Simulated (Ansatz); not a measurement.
The reference is ZnS in the wurtzite structure (space group P6_3mc, No. 186; a = 3.807 Å, c = 6.246 Å). Axes: x lies along a and z along c of the hexagonal cell.

Method: r2SCAN (Ansatz, a first-principles code, PAW, no spin-orbit coupling), earlier PAW set.

Perturbation: an isotropic linear strain of −2.71 %; the atoms relax in the strained cell.

Q: Predict the stress tensor and what it implies for the stiffness.

A: Stress of the strained cell less that of the base (GPa, compression positive):
```
   7.52    0.00    0.00
   0.00    7.52    0.00
   0.00    0.00    7.91
```

Then B = −ΔP/(ΔV/V₀) with ΔV/V₀ = -0.0791 gives secant stiffness values (nonlinear terms included at this strain): B (at held cell shape, above the free-shape value) ≈ 97 GPa.

As a check, the harmonic strain energy −½ V₀ Δσ:ε is 38 meV/atom; the computed energy rise is 34 meV/atom.

No phonon test of stability was made.
